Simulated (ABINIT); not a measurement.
Input and output of a self-consistent single point for Cr (Im-3m, 2 atoms in the cell) (ABINIT).

Level of theory: PBE, PAW (JTH v2.0 PBE PAW) (plane waves; ABINIT).

The change in words: lattice scaled by 0.98. Reference geometry:
```yaml
crystal:
  lattice:
    - [2.88000, 0.00000, 0.00000]
    - [0.00000, 2.88000, 0.00000]
    - [0.00000, 0.00000, 2.88000]
  atoms:
    - { symbol: Cr, position: [0.00000, 0.00000, 0.00000], spin: 1.5 }
    - { symbol: Cr, position: [0.50000, 0.50000, 0.50000], spin: -1.5 }
```
(The spins are starting values, not results.)

Reference input (self-consistent single point, DFT, PBE, plane waves, PAW (JTH v2.0 PBE PAW)): pseudos = [Cr.GGA_PBE-JTH.xml]; ecut = 30 Ha; pawecutdg = 60 Ha; pawxcdev = 0; ixc = 11; nsppol = 2; occopt = 7; tsmear = 0.2 eV; ngkpt = 9 9 9; nshiftk = 1; shiftk = 0 0 0; potentials = JTH v2.0 PBE PAW. This run's input differs from it in these lines:

```diff
@@ -3,3 +3,3 @@
 pseudos "Cr.GGA_PBE-JTH.xml"
-acell 5.4424112389 5.4424112389 5.4424112389
+acell 5.3335630141 5.3335630141 5.3335630141
 rprim
```

Log, with long lists cut:

```
--- !BeginCycle
solver: {iscf: 17, nstep: 50, nline: 4, wfoptalg: 10, }
tolerances: {tolvrs: 1.00E-10, }
...

     iter   Etot(hartree)     deltaE(h) residm    nres2    magn
 ETOT  1  -173.26341732442    -1.73E+02 6.18E+00 1.26E+02 0.007
 ETOT  2  -174.91137220861    -1.65E+00 9.68E-02 1.20E+02 0.052
 ETOT  3  -174.90945847987     1.91E-03 2.04E-02 2.22E+02 0.011
 ETOT  4  -174.82880912445     8.06E-02 1.64E-02 1.85E+01 0.009
 ETOT  5  -174.84554004924    -1.67E-02 8.76E-03 2.43E+01 0.068
   [... 23 lines left out ...]
 ETOT 29  -174.83781071996    -3.18E-12 9.35E-07 2.24E-09 0.000
 ETOT 30  -174.83781071996    -1.53E-12 8.48E-07 5.19E-10 0.000
 ETOT 31  -174.83781071996    -2.50E-12 7.02E-07 3.35E-10 0.000
 ETOT 32  -174.83781071996     2.27E-13 6.40E-07 9.46E-11 0.000
 At SCF step   32       nres2   =  9.46E-11 < tolvrs=  1.00E-10 =>converged.

 Cartesian components of stress tensor (hartree/bohr^3)
  sigma(1 1)= -2.63691811E-04  sigma(3 2)=  0.00000000E+00
  sigma(2 2)= -2.63691811E-04  sigma(3 1)=  0.00000000E+00
  sigma(3 3)= -2.63691811E-04  sigma(2 1)=  0.00000000E+00

 Integrated electronic and magnetization densities in atomic spheres:
 Radius=ratsph(iatom), smearing ratsm=  0.0000. Diff(up-dn)=approximate z local magnetic moment.
 Atom    Radius    up_density   dn_density  Total(up+dn)  Diff(up-dn)
    1   2.10818     6.468443     5.771297     12.239740     0.697146
    2   2.10818     5.771297     6.468442     12.239738    -0.697145
  Sum:             12.239739    12.239739     24.479479     0.000000
 Total magnetization (from the atomic spheres):             0.000000
   [... lines left out ...]
 Total magnetization (exact up - dn):                       0.000000
 Fermi (or HOMO) energy (hartree) =   0.40631   Average Vxc (hartree)=  -0.49033
 Fermi (or HOMO) energy (eV) =  11.05634   Average Vxc (eV)= -13.34268
   [... lines left out ...]
'-kT*entropy'       : -8.01544284202122E-04
total_energy        : -1.74837808540598E+02
total_energy_eV     : -4.75757872143940E+03
...

-Cartesian components of stress tensor (GPa)         [Pressure=  7.7581E+00 GPa]
- sigma(1 1)= -7.75807961E+00  sigma(3 2)=  0.00000000E+00
- sigma(2 2)= -7.75807961E+00  sigma(3 1)=  0.00000000E+00
- sigma(3 3)= -7.75807961E+00  sigma(2 1)=  0.00000000E+00

 Calculation completed.
```

The run converged in 32 iterations. Against the reference run the free energy goes up by 8.8 meV/atom and the pressure goes from -3.73 to 7.76 GPa.

The starting cell has typed, rounded lattice constants, without a prior relaxation at this level. For this run, on top of that: lattice scaled by 0.98. The magnetic order is the one reached from the typed start; others were not searched systematically. With a pressure of about 8 GPa the cell is away from its equilibrium volume at this level.

Cost on one core of a shared machine: roughly 3 min.
